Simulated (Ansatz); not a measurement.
Take Sn₂Pt (space group Fm-3m, No. 225; a = 6.455 Å) as the base.

Levels (all Ansatz, a first-principles code, PAW): PBEsol (420 eV, no SOC); PBEsol+SOC (420 eV, with spin-orbit coupling).

The geometry is relaxed with PBEsol.

| Item | Result |
|---|---|
| PBEsol pressure | 0.0 GPa |

**Question.** How does going to PBEsol+SOC change the pressure?

**Answer.** The pressure goes from zero to -0.3 GPa.

Single points use the geometry relaxed with PBEsol. Differences between runs with and without spin-orbit coupling are approximate. No phonon test of stability was made. The runs without spin-orbit coupling are not spin-polarised.
